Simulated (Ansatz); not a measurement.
Structures of equal composition on the (100) surface of germanium: 1 pair of surface atoms bonded, P on one of 2 atoms of the third shell, no caps; 1 pair of surface atoms bonded, P on one of 2 surface atoms, no caps; 1 pair of surface atoms bonded, P on one of 2 atoms under the surface, no caps. The slabs share one bottom face, and each structure is named by its start. These are constructed structures in small cells; real faces may alloy, dewet or reconstruct in larger ones, and not all known structures of the face are among them. Slabs of about 17 Å with all that they carry, Fermi-Dirac smearing of 0.025 eV. Bottom of the slabs: built like the top, H on every dangling bond, free. Relaxed from the named starts with such symmetry as they have, on meshes of like density; energies extrapolated to zero smearing; no spin-orbit coupling, no U. Spin-polarised runs, if any, are marked in brackets, and their order is one that fits the cell; the others ran without spin. Where a second, spin-polarised start was run, the lower counts.

Method: PBE (plane waves to 420 eV, PAW; Ansatz, a quantum-chemistry and plane-wave program).

Problem. Rank these by energy per 1x1 cell (lowest first), as PBE gives it.

Solution. 1 pair of surface atoms bonded, P on one of 2 surface atoms, no caps (0.000 eV [spin start, no net moment], no gap over 0.04 eV on the mesh), 1 pair of surface atoms bonded, P on one of 2 atoms under the surface, no caps (0.070 eV [spin start, no net moment], no gap over 0.04 eV on the mesh), 1 pair of surface atoms bonded, P on one of 2 atoms of the third shell, no caps (0.376 eV [spin start, no net moment], no gap over 0.04 eV on the mesh)
